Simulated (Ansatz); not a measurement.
# Hypothetical zinc blende PbTe under a change: Te → Sn

Base system: PbTe in the zinc blende structure (space group F-43m, No. 216; a = 7.2056 Å; a hypothetical phase, not in the database extracts checked).

Perturbation: Sn takes the place of Te on all its sites; the structure is relaxed again.

Computed with PBEsol, PAW, 420 eV (Ansatz, a program for electronic structure; no spin-orbit coupling). Γ-centred 12×12×12 mesh, Fermi–Dirac width 0.05 eV, for the changed cell.

The volume per atom falls by 8.680 Å³ to 38.08 Å³ and the density grows by 1.161 g/cm³, from 5.94 g/cm³ to 7.11 g/cm³. The lattice parameter a decreases by 0.477 Å, from 7.206 Å to 6.729 Å and the space group is still F-43m (No. 216). The shortest interatomic distance drops by 0.206 Å, from 3.120 Å to 2.914 Å and the band gap goes from 0.45 eV to zero.

Final structure:

```xyz
2
Lattice="0.0000 3.3645 3.3645 3.3645 0.0000 3.3645 3.3645 3.3645 0.0000" Properties=species:S:1:pos:R:3 pbc="T T T"
Sn     1.6822     1.6822     1.6822
Pb     0.0000     0.0000     0.0000
```

With Pb and Te present, leaving out spin-orbit coupling can change the band edges. No phonon test of stability was made. As relaxed here, SnPb is a hypothetical phase, not in the database extracts checked.
